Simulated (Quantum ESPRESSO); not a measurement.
Convergence series on NaI (Fm-3m, 2 atoms in the cell)

```yaml
crystal:
  lattice:
    - [-3.28464, 0.00000, 3.28464]
    - [0.00000, 3.28464, 3.28464]
    - [-3.28464, 3.28464, 0.00000]
  atoms:
    - { symbol: Na, position: [0.00000, 0.00000, 0.00000] }
    - { symbol: I, position: [0.50000, 0.50000, 0.50000] }
```

Method: revPBE, SSSP 1.1.2 efficiency (PBE) pseudopotentials (plane waves; Quantum ESPRESSO).

The starting cell comes from a database of computed structures (which also holds hypothetical and non-ambient phases and stackings), without a prior relaxation at this level. Its lattice was rescaled by a random factor within 2.5 % of one. Spin-orbit coupling is off.

Held fixed: occupations = smearing; smearing = fermi-dirac; degauss = 0.000734986 Ry; input_dft = revpbe; potentials = {Na: na_pbe_v1.5.uspp.F.UPF, I: I.pbe-n-kjpaw_psl.0.2.UPF}; K_POINTS = automatic 9 9 9 0 0 0; conv_thr = 1e-10 Ry. Moved along with it: ecutrho.

ΔF is the free energy per atom less that of the last row (80 Ry).

The series runs over ecutwfc = 16 Ry; 20 Ry; 24 Ry; 28 Ry; 32 Ry; 36 Ry; 40 Ry; 46 Ry; 52 Ry; 70 Ry; 80 Ry.

Problem. From which setting on does the gap on the mesh stay within 0.05 eV of the last one?

Solution. From ecutwfc = 24 Ry on; the one before it is off by 0.054 eV. The value it settles on is 3.75 eV at this level of theory and with the other settings as held.

Problem. From which setting on does the energy stay within 10 meV/atom of the last one?

Solution. From ecutwfc = 36 Ry on; the one before it is off by 24 meV/atom.

```
ecutwfc  ΔF (meV/atom)  pressure (GPa)  gap on the mesh (eV)  plane waves  iterations
-------  -------------  --------------  --------------------  -----------  ----------
16 Ry           9538.5         -150.97                 3.583          534           9
20 Ry           2528.3          -51.13                 3.700          745           8
24 Ry            624.0          -15.75                 3.758          959           9
28 Ry            132.6           -3.82                 3.761         1243           9
32 Ry             23.6           -0.23                 3.758         1484           8
36 Ry              6.4            0.63                 3.755         1807           8
40 Ry              4.9            0.73                 3.755         2085           8
46 Ry              3.7            0.71                 3.755         2565           8
52 Ry              2.3            0.72                 3.755         3047           8
70 Ry             0.75            0.72                 3.754         4766           9
80 Ry             0.00            0.73                 3.754         5823           9
```

Gaps are taken between levels on the mesh.

Left out of this page: 1 run of the series failed or unconverged.
